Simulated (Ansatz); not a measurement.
The structure below was relaxed with PBEsol (Ansatz, a first-principles code, PAW, no SOC).

```
Bi
1.0
    3.47471     0.00000     0.00000
   -1.73736     3.00919     0.00000
    0.00000     0.00000     5.75179
Bi
2
Direct
  0.33333   0.66667   0.75000
  0.66667   0.33333   0.25000
```

Task: Find the space group and the Wyckoff positions.

Result: Space group P6₃/mmc (No. 194); a = b = 3.475 Å, c = 5.752 Å, α = β = 90.00°, γ = 120.00°

| atom | site | symmetry | x | y | z |
|---|---|---|---|---|---|
| Bi | 2d | -6m2 | 0.6667 | 0.3333 | 0.2500 |

Task: Describe the coordination.

Result: The crystal has 2 atoms in its conventional cell. Conventional cell: a = 3.4747 Å, b = 3.4747 Å, c = 5.7518 Å, α = 90.00°, β = 90.00°, γ = 120.00°. Bi has 12 Bi at 3.475–3.506 Å (anticuboctahedral). (Neighbours: up to the widest gap in distance over summed covalent radii, below 1.35, at either atom.)

Whether these cells are dynamically stable was not tested. The cell was made from Tl by this change: Tl → Bi; the result is a model cell. This is not the structure that Bi has at room temperature and ambient pressure.
